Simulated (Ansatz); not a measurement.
For ScPt3N (model structure, started from the Ni3MgC type, Pm-3m, No. 221, 5 atoms in the cell), PBE (plane waves, PAW; Ansatz, a program for electronic structure) gives:

| Item | Value |
|---|---|
| equilibrium lattice constant a | 4.240 Å |
| bulk modulus B0 | 186 GPa |

Task: What does r²SCAN (Ansatz, PAW) give for the same quantities?

Result: 
- lattice constant a: 4.215 Å (falls by 0.6 %)
- bulk modulus: 202 GPa (grows by 8.6 %)

Changes are worked out from the printed values.

Unless a cell is named, each level is at its own relaxed cell (PBE 15.25, r²SCAN 14.98 Å³/atom).

Levels without +SOC leave out spin–orbit coupling, which shifts energies and cells of such heavy elements.

Caveats: the bulk modulus is −V dP/dV from two relaxed cells at ±2 % in volume (PBE, r²SCAN). Ansatz's density-functional and Hartree–Fock values are scalar-relativistic unless marked +SOC, with PAW data made under PBE.

A model structure was made by putting elements into a prototype or built by hand; it is no filed structure, need not be a known phase, and can be a saddle point held by its symmetry.
